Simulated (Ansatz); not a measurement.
A. TaC (rock salt, Fm-3m)
B. Ge (diamond, Fd-3m)
C. Mg2Si (Fm-3m, relaxed from the fluorite type)
D. W (bcc (W type), Im-3m)

Problem. Rank these crystals by volume expansion coefficient at 300 K, lowest first, as quasi-harmonic lattice dynamics on Ansatz (a quantum-chemistry and plane-wave program), PBEsol functional, plane-wave PAW gives it.

Solution. D (13.8 × 10⁻⁶ K⁻¹), A (17.6 × 10⁻⁶ K⁻¹), B (20.7 × 10⁻⁶ K⁻¹), C (45.9 × 10⁻⁶ K⁻¹)

 Spin-orbit coupling is not included. The runs of Mg2Si (PBEsol), W (PBEsol) noted for some cells that some bands missed the eigensolver's tolerance; how far this moves their values was not measured.

The crystal is held in this phase throughout; melting and phase transitions are not modelled.
